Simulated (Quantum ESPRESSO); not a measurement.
## Pressure against volume in antifluorite Be2C (space group 225) (Quantum ESPRESSO, PBEsol)

```
CELL_PARAMETERS angstrom
      0.00000     2.10699     2.10699
      2.10699     0.00000     2.10699
      2.10699     2.10699     0.00000
ATOMIC_POSITIONS crystal
  Be 0.25000 0.25000 0.25000
  Be 0.75000 0.75000 0.75000
  C  0.00000 0.00000 0.00000
```

Method of the run: PBEsol, GBRV 1.5 ultrasoft (PBESOL) pseudopotentials (plane waves; Quantum ESPRESSO 7.5). Settings: ecutwfc = 52 Ry; ecutrho = 260 Ry; occupations = smearing; smearing = fermi-dirac; degauss = 0.000734986 Ry; potentials = {Be: be_pbesol_v1.4.uspp.F.UPF, C: c_pbesol_v1.2.uspp.F.UPF}; K_POINTS = automatic 13 13 13 0 0 0; conv_thr = 1e-10 Ry; mixing_beta = 0.3. The cell above is the first row's. The rows scale it uniformly. In all rows fractional positions and the k mesh are held.

```
V (Å^3/atom)  P (GPa)
------------  -------
6.236               ?
6.371           11.04
6.507            6.09
6.643            1.58
6.778           -2.54
6.914           -6.30
7.049           -9.73
7.185          -12.87
7.320          -15.74
```

The 8 complete rows are fitted with a cubic, P against V. With u = V - 6.85, the rows have u = -0.47900, -0.34300, -0.20700, -0.07200, 0.06400, 0.19900, 0.33500, 0.47000. Least squares gives P = -4.572 - 27.662·u + 9.289·u² - 2.092·u³. Residuals (row less fit): 0.001, -0.003, 0.009, -0.009, 0.005, -0.005, 0.005, -0.002; standard error 0.008 (degrees of freedom: 4). The fitted pressure is zero at V0 = 6.693, where dP/dV = -30.73, so B0 = -V0·dP/dV = 206 GPa.

### Question
What does the fit predict for P at V = 6.236, and how far is the calculated value from it?

### Answer
u = -0.61400, so P = -4.572 - 27.662 × (-0.61400) + 9.289 × (-0.61400)² - 2.092 × (-0.61400)³ = 16.399 GPa. The calculation gives 16.46 GPa, 0.061 GPa above the prediction (0.2 % of the range of P in the table). The row lies outside the fitted rows, so this is an extrapolation. From the scatter of the fitted rows alone, a prediction at this place has a standard error of 0.021 GPa, so the miss is 2.9 times that.

Carrying the step between the two nearest rows on in a straight line would have given 15.95, off by 0.51; series whose last step already gives the withheld value aren't shown. The scan was laid around a cell of about the measured size, scaled by a guess for this functional. The runs keep the symmetry of the cell, so they don't test it for distortions. Cutoffs and mesh are single choices, not tested for convergence of this quantity. Series with a scatter that would blur these digits, or in which a gap closes, are not shown.
